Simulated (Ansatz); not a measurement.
Consider Ag in the fcc (Cu type) structure (space group Fm-3m, No. 225; a = 4.1043 Å; relaxed with 0.1 eV smearing). Axes: x, y, z lie along the cube axes.

The values are results of r2SCAN in Ansatz (plane waves to 500 eV, PAW, scalar-relativistic without spin-orbit coupling), not measurements.

Modification: every lattice vector is shortened by 3.00 %, atoms relaxed at fixed cell.

### Question
Predict the stress tensor and what it implies for the stiffness.

### Answer
Stress of the strained cell less that of the base (GPa, compression positive):
```
   12.2     0.0     0.0
    0.0    12.2     0.0
    0.0     0.0    12.2
```

Then B = −ΔP/(ΔV/V₀) with ΔV/V₀ = -0.0873 gives secant stiffness values (nonlinear terms included at this strain): B ≈ 140 GPa.

As a check, the harmonic strain energy −½ V₀ Δσ:ε is 59 meV/atom; the computed energy rise is 52 meV/atom.

Whether these cells are dynamically stable was not tested.

Ansatz is a quantum-chemistry and plane-wave program.
